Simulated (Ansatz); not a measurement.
# BAs: biaxial strain −1.50 %, plane normal [001], relaxed out of plane

Start from BAs in the zinc blende structure (space group F-43m, No. 216; a = 4.784 Å). Axes: x, y, z lie along the cube axes.

It is then changed as follows: compressive biaxial strain of 1.50 % in the plane normal to [001], as in epitaxy on a mismatched substrate; the out-of-plane cell vector and the atoms relax.

Level of theory: r2SCAN (Ansatz, a program for electronic structure), no spin-orbit coupling. Γ-centred 12×12×12 mesh, Fermi–Dirac width 0.05 eV.

The volume per atom falls by 0.32 Å³, from 13.69 Å³ to 13.37 Å³ and the space group changes from F-43m (No. 216) to I-4m2 (No. 119). The shortest interatomic distance falls by 0.0158 Å (2.071 Å → 2.056 Å) and the energy grows by 6.5 meV/atom. The pressure (mean of the normal stresses, compression positive) goes from zero to 3.45 GPa and the band gap drops by 0.21 eV (1.38 eV → 1.17 eV). The gap character comes out as indirect, Γ → Γ–X (78 % along) and the smallest direct gap shrinks by 0.10 eV, from 3.44 eV to 3.34 eV. The electron mass stays 1.1 mₑ along k, 0.21 mₑ across (off the special points) and the valence-band top at Γ (three highest levels, from the VBM) becomes 0.00, 0.00, -0.24 eV (base: 0.00, 0.00, 0.00 eV). The valley order (the lowest conduction-band minima on the path, energy above the VBM, named in the base's zone) becomes a point along [010], about 1.0 Å⁻¹ from Γ 1.17 eV; a point along [001], about 1.0 Å⁻¹ from Γ 1.48 eV (base: a point along ⟨100⟩, about 1.0 Å⁻¹ from Γ 1.38 eV) and the out-of-plane strain is +0.69 %. The ratio −ε⊥/ε∥ is 0.46 and the mean in-plane stress (compression positive) comes out as +5.2 GPa.

Final structure (turned so that z lies along the plane normal):

```
CELL_PARAMETERS angstrom
      3.33196     0.00000     0.00000
      0.00000     3.33196     0.00000
      1.66598    -1.66598     2.40842
ATOMIC_POSITIONS crystal
  B  0.00000 0.00000 0.00000
  As 0.75000 0.75000 0.50000
```

Cost of the whole job for the changed cell (relaxation, final SCF and bands): roughly 30 core-seconds.

Effective masses come from finite differences of ±0.01 Å⁻¹. Along k means along the line from Γ to the band edge. No phonon test of stability was made. Labels are those of the standard path for the cell's own space group.
